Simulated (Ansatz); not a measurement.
SiO2 in the CdI2 type structure (space group P-3m1, No. 164; a hypothetical phase, not in the database extracts checked; layered, stacked along the Cartesian z axis)

Space group P-3m1 (No. 164); a = b = 2.6703 Å, c = 4.5421 Å, α = β = 90.00°, γ = 120.00°

| atom | site | symmetry | x | y | z |
|---|---|---|---|---|---|
| Si | 1a | -3m. | 0.0000 | 0.0000 | 0.0000 |
| O | 2d | 3m. | 0.6667 | 0.3333 | 0.1988 |

The values are results of DFT with r2SCAN+rVV10, PAW potentials and a 500 eV plane-wave cutoff in Ansatz (a quantum-chemistry and plane-wave program), scalar-relativistic without spin-orbit coupling, not measurements. Settings: 14×14×7 k-points, 0.05 eV Fermi–Dirac smearing.

* **Volume per atom**: 9.35 Å³
* **Density**: 3.56 g/cm³
* **Band gap**: 7.21 eV, indirect, K–Γ (67 % along) → Γ
* **Electron mass**: 0.71 mₑ along c, 0.38 mₑ across
* **Lowest conduction-band minima above the VBM**: Γ 7.21 eV
* **Total energy**: -592.705 eV/atom (σ→0; compares only within this code and set-up)

Effective masses come from finite differences of ±0.01 Å⁻¹. Stability against distortions was not tested.
